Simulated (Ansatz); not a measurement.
Here is the system:

```
Ta
1.0
    4.65588     0.00000     0.00000
    2.32794     4.03211     0.00000
    2.32794    -1.34404     0.95845
Ta
1
Direct
  0.00000   0.00000   0.00000
```

No spin polarisation.

Calculations: r2SCAN in Ansatz (plane waves to 500 eV, PAW, no spin-orbit coupling). k-mesh 28×28×28 (Γ-centred); smearing 0.1 eV (Fermi–Dirac).

**Question.** Predict the pressure, band gap and space group.

**Answer.** 
* **Pressure (mean of the normal stresses, compression positive)**: 0.9 GPa
* **Band gap**: zero
* **Space group**: R-3m (No. 166)

The cells carry an imposed strain or load. Stability against distortions was not tested. All final runs are without spin polarisation. The cell was made from Ta in the bcc (W type) structure (space group Im-3m, No. 229) by this change: biaxial strain −0.42 %, plane normal [111], relaxed out of plane.

Ansatz is a quantum-chemistry and plane-wave program.
